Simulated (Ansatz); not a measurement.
We consider ZnS (P3m1, No. 156, 40 atoms in the cell; start mp-556732; a measured phase of this formula has another space group), described by r²SCAN (PAW; Ansatz, a quantum-chemistry and plane-wave program).

Settings: plane-wave cutoff 560 eV, 12×12×1 k mesh (along the axes of the cell as run), Fermi–Dirac smearing 0.01 eV, scalar-relativistic PAW data made under PBE.

Cell (relaxed at this level):

ZnS has the trigonal space group P3m1 (No. 156), Pearson symbol hP40. Cell: a = 3.810 Å, b = 3.810 Å, c = 62.273 Å, α = 90.00°, β = 90.00°, γ = 120.00°. Zn1 on 1b is surrounded by 4 S at 2.333 Å (tetrahedral). Zn2 on 1c is coordinated by 4 S at 2.333 Å (tetrahedral). Zn3 on 1b is coordinated by 4 S at 2.335–2.337 Å (tetrahedral). Zn4 on 1a is surrounded by 4 S at 2.335–2.338 Å (tetrahedral). Zn5 on 1c is surrounded by 4 S at 2.333 Å (tetrahedral). Zn6 on 1c is coordinated by 4 S at 2.333 Å (tetrahedral). Zn7 on 1c has 4 S at 2.335–2.338 Å (tetrahedral). Zn8 on 1c has 4 S at 2.333 Å (tetrahedral). 32 further independent sites are not listed. (Neighbours: up to the widest gap in distance over summed covalent radii, below 1.35, at either atom; cation-cation and far metal-metal contacts left out.)

### Question
Estimate the band gap that the calculation returns.

### Answer

* **band gap**: 2.72 eV (on the SCF k mesh)

Note: the relaxation could not lower the start's symmetry, so the cell can be a saddle point above a distorted one.

Static lattice: no zero-point or thermal effects.

The result took around 80 core-minutes (rough).

A start named mp-… is a Materials Project structure, which need not be a measured phase.
